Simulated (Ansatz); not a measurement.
Take AlN in the wurtzite structure (space group P6_3mc, No. 186; a = 3.114 Å, c = 4.984 Å) as the base.

Now apply this change: B takes the place of Al on all its sites; the structure is relaxed again.

Levels (all Ansatz, a quantum-chemistry and plane-wave program, PAW): PBEsol (420 eV, spin-orbit coupling left out); r2SCAN (500 eV, no spin-orbit coupling).

The geometry is relaxed with PBEsol.

| Quantity | Value |
|---|---|
| PBEsol width of the top valence band | 5.49 eV |
| PBEsol lowest conduction level above the VBM at special points | K 4.96 eV; L 6.47 eV; M 6.59 eV; Γ 8.34 eV |
| PBEsol electron mass | 0.30 mₑ along c, 0.50 mₑ across (at K) |

With r2SCAN at the same geometry, the width of the top valence band grows by 0.16 eV, from 5.49 eV to 5.65 eV; the lowest conduction level above the VBM at special points becomes K 5.74 eV; L 7.23 eV; M 7.33 eV; Γ 9.13 eV (PBEsol: K 4.96 eV; L 6.47 eV; M 6.59 eV; Γ 8.34 eV); the electron mass is still 0.30 mₑ along c, 0.50 mₑ across (at K).

Single points use the geometry relaxed with PBEsol. The levels and masses belong to the bands next to the band gap. Masses are band curvatures over ±0.01 Å⁻¹ around the edge. Stability against distortions was not tested.
